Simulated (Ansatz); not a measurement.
CsCl-type HoRh, treated with r²SCAN (plane waves, PAW; Ansatz, an electronic-structure program).

Numerical settings: plane-wave cutoff 500 eV, 16×16×16 k mesh, Fermi–Dirac smearing 0.1 eV, spin-polarised start, scalar-relativistic PAW data made under PBE.

Computed at the level's own relaxed cell.

Question: Predict the volume per atom and equilibrium lattice constant a.

Answer: 
volume per atom: 19.62 Å³/atom
equilibrium lattice constant a: 3.398 Å

Note: the magnetic order was assumed, not searched for or taken from measurement; the 4f shell is treated without U or exact exchange, so its levels and filling can be wrong.

Spin–orbit coupling is not included.

Static lattice: no zero-point or thermal effects.
